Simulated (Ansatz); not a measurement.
## Report: zincblende GaP (F-43m), hydrostatic pressure

Cell and atoms are relaxed with r2SCAN to each stress (compression positive); bands and masses by r2SCAN with spin-orbit coupling, rigid bands (plane waves, PAW; Ansatz, an electronic-structure program).

```
CELL_PARAMETERS angstrom
      0.00000     2.72572     2.72572
      2.72572     0.00000     2.72572
      2.72572     2.72572     0.00000
ATOMIC_POSITIONS crystal
  Ga 0.00000 0.00000 0.00000
  P  0.25000 0.25000 0.25000
```

```json
[
 {"stress (GPa)": "-2.00", "ln(V/V₀) (%)": "2.39", "gap (eV)": "1.856", "mean mₑ*": "0.33"},
 {"stress (GPa)": "0", "ln(V/V₀) (%)": "0", "gap (eV)": "1.819", "mean mₑ*": "0.34"},
 {"stress (GPa)": "2.00", "ln(V/V₀) (%)": "-2.17", "gap (eV)": "1.783", "mean mₑ*": "0.34"},
 {"stress (GPa)": "5.00", "ln(V/V₀) (%)": "-5.10", "gap (eV)": "1.727", "mean mₑ*": "0.34"},
 {"stress (GPa)": "10.00", "ln(V/V₀) (%)": "-9.31", "gap (eV)": "1.639", "mean mₑ*": "0.34"}
]
```

 Masses are conductivity masses at 300 K in electron masses, harmonic means over x, y and z.

### Question
Estimate the bulk modulus from the two loads next to zero.

### Answer
B ≈ −Δp/Δln V = 4.00 GPa/4.56 % = 88 GPa (r2SCAN), a mean over this interval.

### Question
How fast does the gap move on either side of zero load?

### Answer
Under tension, (1.856 − 1.819) eV over -2.00 GPa = -19 meV/GPa, or about 1.5 eV per unit ln V; under compression, (1.727 − 1.819) eV over 5.00 GPa = -18 meV/GPa, or about 1.8 eV per unit ln V. The two slopes part by 1 meV/GPa; gaps are resolved to about 0.01 eV, which allows 7 meV/GPa, so these rows don't tell them apart.

Masses are those of dilute carriers in rigid bands with one relaxation time, without polarons. Third decimals of gaps are kept for the arithmetic. Every relaxation keeps the zincblende phase (space group F-43m under this load), so a transition, a distortion that breaks the symmetry or fracture can't show.
